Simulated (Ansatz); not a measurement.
**HfTe2 (model structure, started from the CdCl2 type, R-3m, No. 166, 3 atoms in the cell): properties by level of theory**

| level (code) | equilibrium lattice constant a (Å) | lattice parameter c (Å) | cohesive energy (eV/atom) |
|---|---|---|---|
| LDA (Ansatz) | 3.836 | [?] | 5.49 |
| PBE (Ansatz) | [?] | [?] | 4.57 |
| PBEsol (Ansatz) | [?] | 20.889 | 5.03 |
| PBE-D3(BJ) (Ansatz) | [?] | [?] | 4.98 |

Q: Complete the blanks.

A: 
- LDA (Ansatz, a quantum-chemistry and plane-wave program), lattice parameter c (Å): 20.411
- PBE (Ansatz), equilibrium lattice constant a (Å): 3.977
- PBE (Ansatz), lattice parameter c (Å): 22.701
- PBEsol (Ansatz), equilibrium lattice constant a (Å): 3.877
- PBE-D3(BJ) (Ansatz), equilibrium lattice constant a (Å): 3.890
- PBE-D3(BJ) (Ansatz), lattice parameter c (Å): 20.496

Ansatz's density-functional and Hartree–Fock values are scalar-relativistic unless marked +SOC, with PAW data made under PBE.

Free atoms are spin-polarised, in the lowest state found; at levels without +SOC their spin–orbit coupling is left out.

The computed numbers hold no vibrational or temperature effects.

A model structure was made by putting elements into a prototype or built by hand; it is no filed structure, need not be a known phase, and can be a saddle point held by its symmetry.
